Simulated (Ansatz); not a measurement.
# BePd, response to strain

Take BePd in the CsCl type structure (space group Pm-3m, No. 221; a = 2.798 Å; relaxed with 0.1 eV smearing) as the base. Axes: x, y, z lie along the cube axes.

Strains are applied to the cell and any free atomic positions relax; under biaxial strain the out-of-plane vector relaxes too; under stress the whole cell relaxes.

All numbers come from PBEsol (Ansatz, a program for electronic structure), no SOC.

Notes on the quantities. energy relative to the base: free energy F.

```json
[
 {"variant": "base", "volume per atom": "10.96 Å³", "space group": "Pm-3m (No. 221)", "energy relative to the base": "0 meV/atom"},
 {"variant": "biaxial strain −4.22 %, plane normal [111], relaxed out of plane", "volume per atom": "10.51 Å³", "space group": "R-3m (No. 166)", "energy relative to the base": "+41 meV/atom"},
 {"variant": "biaxial strain −0.72 %, plane normal [111], relaxed out of plane", "volume per atom": "10.87 Å³", "space group": "R-3m (No. 166)", "energy relative to the base": "+1.2 meV/atom"},
 {"variant": "uniaxial strain ε_yy = +0.98 %", "volume per atom": "11.06 Å³", "space group": "P4/mmm (No. 123)", "energy relative to the base": "+0.7 meV/atom"},
 {"variant": "uniaxial strain ε_yy = +1.95 %", "volume per atom": "11.17 Å³", "space group": "P4/mmm (No. 123)", "energy relative to the base": "+2.6 meV/atom"},
 {"variant": "uniaxial stress, 1 GPa tension along x", "volume per atom": "10.98 Å³", "space group": "P4/mmm (No. 123)", "energy relative to the base": "+0.7 meV/atom"},
 {"variant": "uniaxial stress, 2 GPa compression along z", "volume per atom": "10.92 Å³", "space group": "P4/mmm (No. 123)", "energy relative to the base": "+0.8 meV/atom"}
]
```

Beyond what the load breaks, stability against distortions was not tested. All final runs are without spin polarisation.
